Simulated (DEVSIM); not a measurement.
Structure: Cr/Al2O3/p-Ge capacitor, at 300 K.

```
layer (left to right)  material  thickness (nm)  Na (cm⁻³)
---------------------  --------  --------------  ---------
1                         Al2O3            24.0          -
2                            Ge            1200     1.2e16
```

Metal gate on the left, work function 4.5 eV. Fixed charge at the semiconductor interface 1.6e12 cm⁻² (in units of +e); no interface traps.

The device is made up for the run: typed textbook-type constants, with dimensions and the other settings drawn at random. Values at 300 K.

```tsv
parameter	Al2O3	Ge
gap (eV)	6.8	0.664
affinity (eV)	1.35	4
permittivity	9	16
Nc (cm⁻³)	-	1.04e19
Nv (cm⁻³)	-	6e18
```

Simulated with DEVSIM: 1D Poisson equation in equilibrium, Boltzmann statistics, complete ionisation; no quantum confinement or tunnelling. Metal contacts follow the ideal Schottky-Mott rule: no Fermi-level pinning, no interface dipoles.

**Question.** Tabulate band edges, carrier densities and field at -0.2 V on the gate.

**Answer.** Energies count from the Fermi level of the right contact; mesh points crowd at the junctions.

| x (μm) | Ec (eV) | Ev (eV) | n (cm⁻³) | p (cm⁻³) | field (V/cm) |
|---|---|---|---|---|---|
| 0.000 | 3.350 | -3.450 | < 1e2 | < 1e2 | -250000 |
| 0.001314 | 3.318 | -3.482 | < 1e2 | < 1e2 | -250000 |
| 0.003969 | 3.253 | -3.547 | < 1e2 | < 1e2 | -250000 |
| 0.009010 | 3.129 | -3.671 | < 1e2 | < 1e2 | -250000 |
| 0.01851 | 2.896 | -3.904 | < 1e2 | < 1e2 | -250000 |
| 0.02193 | 2.812 | -3.989 | < 1e2 | < 1e2 | -250000 |
| 0.02357 | 2.771 | -4.029 | < 1e2 | < 1e2 | -250000 |
| 0.02520 | 0.116 | -0.548 | 1.2e17 | 3.7e9 | 41000 |
| 0.02782 | 0.126 | -0.538 | 7.9e16 | 5.5e9 | 38000 |
| 0.03368 | 0.147 | -0.517 | 3.6e16 | 1.2e10 | 33000 |
| 0.04645 | 0.186 | -0.478 | 7.8e15 | 5.6e10 | 29000 |
| 0.08799 | 0.292 | -0.372 | 1.3e14 | 3.4e12 | 22000 |
| 0.1647 | 0.424 | -0.240 | 7.7e11 | 5.6e14 | 12000 |
| 0.3318 | 0.501 | -0.163 | 4.1e10 | 1.1e16 | 630 |
| 0.7966 | 0.503 | -0.161 | 3.6e10 | 1.2e16 | ≈ 0 |
| 1.028 | 0.503 | -0.161 | 3.6e10 | 1.2e16 | ≈ 0 |
| 1.135 | 0.503 | -0.161 | 3.6e10 | 1.2e16 | ≈ 0 |
| 1.184 | 0.503 | -0.161 | 3.6e10 | 1.2e16 | ≈ 0 |
| 1.210 | 0.503 | -0.161 | 3.6e10 | 1.2e16 | ≈ 0 |
| 1.218 | 0.503 | -0.161 | 3.6e10 | 1.2e16 | ≈ 0 |
| 1.222 | 0.503 | -0.161 | 3.6e10 | 1.2e16 | ≈ 0 |
| 1.224 | 0.503 | -0.161 | 3.6e10 | 1.2e16 | ≈ 0 |
